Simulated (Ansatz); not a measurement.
Defect migration in monoclinic HfO2: interstitial Hf, charge state +4. Calculation: PBE, PAW (plane waves to 420 eV; Ansatz, a first-principles code).

96-site cell at the relaxed PBE lattice, the Γ point alone, smearing 0.01 eV, spin-restricted, no finite-size correction. No zero-point or tunnelling terms. Spin-orbit coupling is left out. The charge state is imposed; whether it is stable for some Fermi level was not computed. Sites that were not tried may lie lower.

Barriers: single points on a 2×2×2 k-point mesh shifted by half a step at the bands' geometries.

Relaxed starting cell (atoms counted from 1):

```xyz
97
Lattice="10.3230 0.0000 0.0000 0.0000 10.4240 0.0000 -1.7966 0.0000 10.5531" Properties=species:S:1:pos:R:3 pbc="T T T"
Hf     0.7475     2.3342     3.7614
Hf    -0.1206     2.3631     9.0240
Hf     0.7207     7.6240     3.7961
Hf    -0.1900     7.6853     8.9590
Hf     5.9491     2.3918     3.7302
Hf     5.0488     2.3774     9.0002
Hf     6.0194     7.6640     3.7394
Hf     5.0751     7.6001     8.9647
Hf     3.4168     2.6134     1.5205
Hf     2.5281     2.7318     6.9239
Hf     3.4359     8.2225     1.5459
Hf     2.5950     8.0577     6.8655
Hf     8.6488     2.7982     1.5375
Hf     7.7361     2.7908     6.7935
Hf     8.6607     8.0694     1.5333
Hf     7.6837     8.0827     6.7787
Hf     2.7336     4.9741     4.6446
Hf     2.1337     4.9834     9.4703
Hf     3.0326    10.2046     4.2205
Hf     2.1540    10.1873     9.4426
Hf     8.2018     4.9926     4.1490
Hf     7.3752     4.9905     9.3558
Hf     8.1727    10.2287     4.1728
Hf     7.2477    10.2237     9.4324
Hf     1.1688     0.2101     1.0837
Hf     0.3181     0.2042     6.3773
Hf     1.1344     5.4111     1.1231
Hf     0.1926     5.4259     6.5236
Hf     6.4247     0.2259     1.0814
Hf     5.4834     0.2462     6.3684
Hf     6.7246     5.4205     0.9326
Hf     5.5539     5.4061     6.3578
O     -0.4145     0.8751     4.4608
O     -1.3377     0.8859     9.7488
O     -0.3893     6.0768     4.5149
O     -1.1727     6.0754     9.7534
O      4.7100     0.9598     4.4920
O      3.8515     0.8874     9.7519
O      4.7195     6.0285     4.3051
O      3.9199     6.0899     9.7584
O      4.7967     4.2917     0.8413
O      3.7775     4.2647     6.1594
O      4.6972     9.5421     0.7816
O      3.7877     9.5204     6.0705
O      9.8208     4.3149     0.7678
O      8.8594     4.3539     6.0927
O      9.8250     9.5395     0.7787
O      8.9265     9.5388     6.0559
O      4.2517     3.6262     3.3861
O      3.3241     3.4831     8.7662
O      4.2787     8.7517     3.4081
O      3.3493     8.6950     8.7110
O      9.4134     3.5065     3.4294
O      8.5258     3.4924     8.6890
O      9.3830     8.7268     3.4342
O      8.4393     8.7405     8.6803
O      0.0557     1.7320     1.8410
O     -0.8436     1.7218     7.0972
O      0.0919     6.9605     1.8613
O     -0.9202     6.9750     7.1114
O      5.1852     1.7014     1.8396
O      4.2721     1.6928     7.1496
O      5.2857     6.9129     1.8138
O      4.3035     6.8947     7.0581
O      1.2970     3.7662     5.2903
O      0.6163     3.7792    10.4782
O      1.4537     9.0416     5.1794
O      0.5436     8.9953    10.4465
O      6.5896     3.8815     5.1134
O      5.7762     3.8905    10.3670
O      6.5850     9.1154     5.1438
O      5.6895     9.0780    10.4305
O      2.8026     1.2233     0.1134
O      1.9184     1.3017     5.4110
O      3.0279     6.3294     0.5417
O      1.8398     6.5002     5.6005
O      7.9813     1.3531     0.1105
O      7.0806     1.3447     5.3697
O      8.1468     6.5918     0.0352
O      7.0443     6.5798     5.3359
O      2.3722     1.2989     2.7695
O      1.4748     1.2589     8.0602
O      2.4326     6.5236     2.9927
O      1.4163     6.5077     8.2017
O      7.5331     1.2863     2.7435
O      6.6349     1.2743     8.0129
O      7.6016     6.4931     2.6957
O      6.6638     6.4676     7.9698
O      2.0229     4.0653     2.5447
O      0.9843     3.9613     7.8613
O      1.8850     9.2028     2.5342
O      0.9844     9.1752     7.8090
O      7.0812     3.9742     2.4717
O      6.1736     3.9499     7.7594
O      7.0559     9.1590     2.5177
O      6.1178     9.1678     7.7733
Hf     4.0801     5.4220     2.3370
```
Cell charge +4.

End state 1 differs by these moves (Å; atoms that move under 0.08 Å are left out):

```json
[
 {"atom": "4", "element": "Hf", "Δx": "0.08", "Δy": "-0.05", "Δz": "0.08"},
 {"atom": "5", "element": "Hf", "Δx": "0.04", "Δy": "-0.19", "Δz": "0.00"},
 {"atom": "7", "element": "Hf", "Δx": "-0.02", "Δy": "0.15", "Δz": "0.02"},
 {"atom": "8", "element": "Hf", "Δx": "0.02", "Δy": "0.09", "Δz": "-0.06"},
 {"atom": "9", "element": "Hf", "Δx": "-0.02", "Δy": "0.15", "Δz": "0.02"},
 {"atom": "10", "element": "Hf", "Δx": "0.02", "Δy": "0.09", "Δz": "-0.06"},
 {"atom": "11", "element": "Hf", "Δx": "0.04", "Δy": "-0.19", "Δz": "0.00"},
 {"atom": "14", "element": "Hf", "Δx": "0.08", "Δy": "-0.05", "Δz": "0.08"},
 {"atom": "17", "element": "Hf", "Δx": "-0.04", "Δy": "0.03", "Δz": "-0.30"},
 {"atom": "21", "element": "Hf", "Δx": "0.08", "Δy": "0.02", "Δz": "0.00"},
 {"atom": "23", "element": "Hf", "Δx": "0.08", "Δy": "-0.01", "Δz": "0.02"},
 {"atom": "25", "element": "Hf", "Δx": "0.08", "Δy": "-0.01", "Δz": "0.02"},
 {"atom": "27", "element": "Hf", "Δx": "0.08", "Δy": "0.02", "Δz": "0.00"},
 {"atom": "31", "element": "Hf", "Δx": "-0.04", "Δy": "0.03", "Δz": "-0.30"},
 {"atom": "39", "element": "O", "Δx": "-0.10", "Δy": "0.11", "Δz": "0.13"},
 {"atom": "40", "element": "O", "Δx": "-0.07", "Δy": "0.07", "Δz": "-0.09"},
 {"atom": "41", "element": "O", "Δx": "-0.10", "Δy": "0.11", "Δz": "0.13"},
 {"atom": "42", "element": "O", "Δx": "-0.07", "Δy": "0.07", "Δz": "-0.09"},
 {"atom": "49", "element": "O", "Δx": "-0.12", "Δy": "-0.11", "Δz": "0.08"},
 {"atom": "53", "element": "O", "Δx": "-0.08", "Δy": "-0.04", "Δz": "-0.02"},
 {"atom": "59", "element": "O", "Δx": "-0.08", "Δy": "-0.04", "Δz": "-0.02"},
 {"atom": "63", "element": "O", "Δx": "-0.12", "Δy": "-0.11", "Δz": "0.08"},
 {"atom": "65", "element": "O", "Δx": "-0.02", "Δy": "0.07", "Δz": "-0.05"},
 {"atom": "68", "element": "O", "Δx": "0.00", "Δy": "0.09", "Δz": "0.01"},
 {"atom": "69", "element": "O", "Δx": "-0.20", "Δy": "0.22", "Δz": "-0.38"},
 {"atom": "70", "element": "O", "Δx": "0.01", "Δy": "0.04", "Δz": "-0.14"},
 {"atom": "71", "element": "O", "Δx": "0.03", "Δy": "0.09", "Δz": "0.02"},
 {"atom": "73", "element": "O", "Δx": "0.03", "Δy": "0.09", "Δz": "0.02"},
 {"atom": "75", "element": "O", "Δx": "-0.20", "Δy": "0.22", "Δz": "-0.38"},
 {"atom": "76", "element": "O", "Δx": "0.01", "Δy": "0.04", "Δz": "-0.14"},
 {"atom": "78", "element": "O", "Δx": "0.00", "Δy": "0.09", "Δz": "0.01"},
 {"atom": "79", "element": "O", "Δx": "-0.02", "Δy": "0.07", "Δz": "-0.05"},
 {"atom": "83", "element": "O", "Δx": "-0.09", "Δy": "-0.07", "Δz": "-0.19"},
 {"atom": "84", "element": "O", "Δx": "0.03", "Δy": "-0.03", "Δz": "-0.13"},
 {"atom": "87", "element": "O", "Δx": "-0.20", "Δy": "-0.13", "Δz": "0.03"},
 {"atom": "89", "element": "O", "Δx": "-0.20", "Δy": "-0.13", "Δz": "0.03"},
 {"atom": "93", "element": "O", "Δx": "-0.09", "Δy": "-0.07", "Δz": "-0.19"},
 {"atom": "94", "element": "O", "Δx": "0.03", "Δy": "-0.03", "Δz": "-0.13"},
 {"atom": "97", "element": "Hf", "Δx": "1.26", "Δy": "-0.42", "Δz": "0.60"}
]
```

Q: Predict the forward and backward barriers to end state 1 from PBE, PAW.

A: forward 0.57 eV, backward 0.57 eV; at the saddle point atom 97 has neighbours 2 O at 2.01, 2 O at 2.02, O at 2.17, O at 2.22 Å. The saddle point's order was not checked, and it lies on a symmetry element of the cell, where a band can be held.

End state 2 differs by these moves (Å; atoms that move under 0.15 Å are left out):

```
atom  element     Δx     Δy     Δz
----  -------  -----  -----  -----
4          Hf  -0.07  -0.08   0.20
7          Hf   0.25  -0.05  -0.17
9          Hf   0.08   0.23   0.01
11         Hf   0.04  -0.17   0.01
12         Hf  -0.31   0.00   0.42
17         Hf   0.25  -0.16  -0.46
19         Hf  -0.07   0.22  -0.06
20         Hf  -0.08   0.12   0.12
22         Hf  -0.14  -0.04   0.06
31         Hf  -0.31   0.01   0.12
36          O  -0.20  -0.02   0.00
39          O   0.11   0.09   0.15
64          O  -0.04   0.11  -0.11
65          O   0.14   0.07  -0.12
75          O  -0.27   0.20  -0.25
83          O   0.14   0.18   0.19
92          O  -0.14   0.09   0.12
97         Hf  -0.45   2.19   2.64
```

Q: Give the forward and backward barriers to end state 2 at the level PBE, PAW.

A: forward 4.42 eV, backward 4.42 eV; at the saddle point atom 97 has neighbours O at 1.86, 3 O at 1.94 Å. The saddle point's order was not checked.
